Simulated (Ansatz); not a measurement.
The parent structure is Pt in the fcc (Cu type) structure (space group Fm-3m, No. 225; a = 3.920 Å; relaxed with 0.1 eV smearing). Axes: x, y, z lie along the cube axes.

Calculations: Ansatz (a program for electronic structure) PBEsol, spin-orbit coupling left out.

Before the change:

```
Quantity                        Result
-----------------------------  -------
Pressure                       0.0 GPa
Shortest interatomic distance  2.772 Å
```

Perturbation: biaxial strain −2.50 %, plane normal [001], relaxed out of plane (Cartesian); in-plane vectors clamped, the third vector and the atoms free.

**Question.** What does the calculation give for the pressure, ratio −ε⊥/ε∥ and shortest interatomic distance after the change?

**Answer.** The pressure (mean of the normal stresses, compression positive) goes from zero to 5.4 GPa; the ratio −ε⊥/ε∥ comes out as 1.38; the shortest interatomic distance falls by 0.0693 Å to 2.702 Å.

Whether these cells are dynamically stable was not tested. The final runs are not spin-polarised.
